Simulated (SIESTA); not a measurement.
Worked example: self-consistent single point of LaAl2BRu2 (P4/mmm, 6 atoms in the cell) in SIESTA.

Computed with GGA PBEsol, numerical atomic orbitals DZP, PseudoDojo PBEsol standard norm-conserving potentials (rewritten from UPF to PSML) (SIESTA).

The change in words: lattice scaled by 0.98. Reference geometry:
```xyz
6
Lattice="4.2294 0.0000 0.0000 0.0000 4.2294 0.0000 0.0000 0.0000 5.6799" Properties=species:S:1:pos:R:3 pbc="T T T"
La     0.0000     0.0000     2.8400
Al     2.1147     2.1147     4.2359
Al     2.1147     2.1147     1.4440
B      0.0000     0.0000     0.0000
Ru     2.1147     0.0000     0.0000
Ru     0.0000     2.1147     0.0000
```

Reference input (self-consistent single point, DFT, GGA PBEsol, numerical atomic orbitals DZP, PseudoDojo PBEsol standard norm-conserving potentials (rewritten from UPF to PSML)): XC.functional = GGA; XC.authors = PBEsol; potentials = PseudoDojo PBEsol standard; PAO.BasisSize = DZP; PAO.EnergyShift = 0.01 Ry; MeshCutoff = 350 Ry; kgrid.MonkhorstPack = 5 5 4; OccupationFunction = MP; OccupationMPOrder = 0; ElectronicTemperature = 50 meV; MaxSCFIterations = 150; SCF.Mixer.Method = Pulay. This run's input differs from it in these lines:

```diff
@@ -12,3 +12,3 @@
 %endblock ChemicalSpeciesLabel
-LatticeConstant              4.229350 Ang
+LatticeConstant              4.144763 Ang
 %block LatticeVectors
@@ -16,3 +16,3 @@
      0.000000000    1.000000000    0.000000000
-     0.000000000    0.000000000    1.342977053
+     0.000000000    0.000000000    1.342977150
 %endblock LatticeVectors
@@ -20,5 +20,5 @@
 %block AtomicCoordinatesAndAtomicSpecies
-     0.000000000    0.000000000    0.671488527  1
-     0.500000000    0.500000000    1.001551997  2
-     0.500000000    0.500000000    0.341425056  2
+     0.000000000    0.000000000    0.671488575  1
+     0.500000000    0.500000000    1.001552069  2
+     0.500000000    0.500000000    0.341425081  2
      0.000000000    0.000000000    0.000000000  3
```

Output, abridged:

```
        iscf     Eharris(eV)        E_KS(eV)     FreeEng(eV)     dDmax    Ef(eV) dHmax(eV)
   scf:    1    -6471.966633    -6610.065374    -6610.072805  1.589199 -3.550580 28.826005
   scf:    2    -6556.255172    -6638.830027    -6638.840359  0.609650 -5.519199 17.057115
   scf:    3    -6667.412352    -6659.146293    -6659.151190  0.198925 -5.216195  3.701349
   scf:    4    -6658.799281    -6659.922338    -6659.925829  0.154050 -5.124876  2.346483
   scf:    5    -6659.547025    -6660.111866    -6660.119042  0.067147 -5.269687  1.170840
   scf:    6    -6660.189241    -6660.245911    -6660.250835  0.049381 -5.237992  0.418553
   scf:    7    -6660.248766    -6660.254969    -6660.260792  0.013972 -5.269973  0.127960
   scf:    8    -6660.256052    -6660.256351    -6660.261820  0.003121 -5.264016  0.039050
   scf:    9    -6660.256128    -6660.256304    -6660.261945  0.001067 -5.266539  0.005140
   scf:   10    -6660.256339    -6660.256322    -6660.261947  0.000079 -5.266353  0.000894
SCF Convergence by DM+H criterion
max |DM_out - DM_in|         :     0.0000792591
max |H_out - H_in|      (eV) :     0.0008940620
SCF cycle converged after 10 iterations

Using DM_out to compute the final energy and forces

siesta: E_KS(eV) =            -6660.2563

siesta: E_KS - E_eggbox =     -6660.2563

siesta: Atomic forces (eV/Ang):
     1    0.000000   -0.000000    0.000000
     2   -0.000000    0.000000   -0.313463
     3   -0.000000    0.000000    0.313463
     4   -0.000000    0.000000   -0.000000
     5    0.000000   -0.000000    0.000000
     6   -0.000000   -0.000000    0.000000
   Tot    0.000000   -0.000000    0.000000
   Max    0.313463
   Res    0.104488    sqrt( Sum f_i^2 / 3N )
   Max    0.313463    constrained

   [... lines left out ...]
siesta: FreeEng =     -6660.261947
   [... lines left out ...]
siesta:    -0.034736    0.000000    0.000000
siesta:     0.000000   -0.034736   -0.000000
siesta:     0.000000   -0.000000   -0.038908

siesta: Cell volume =         95.624181 Ang**3

siesta: Pressure (static):
siesta:                Solid            Molecule  Units
siesta:           0.00039347          0.00042603  Ry/Bohr**3
siesta:           0.03612645          0.03911613  eV/Ang**3
siesta:          57.88096158         62.67095577  kBar
```

The run converged in 10 iterations. Against the reference run the free energy goes up by 4.2 meV/atom, the pressure goes from -3.97 to 5.79 GPa and the largest force goes from 0.090 to 0.313 eV/Å.

The starting cell comes from a database of computed structures (which also holds hypothetical and non-ambient phases and stackings), without a prior relaxation at this level. For this run, on top of that: lattice scaled by 0.98. Spin polarisation is off. Values carry the incompleteness of an atom-centred basis. With a pressure of about 6 GPa the cell is away from its equilibrium volume at this level.

Cost on one core of a shared machine: roughly 2 min.
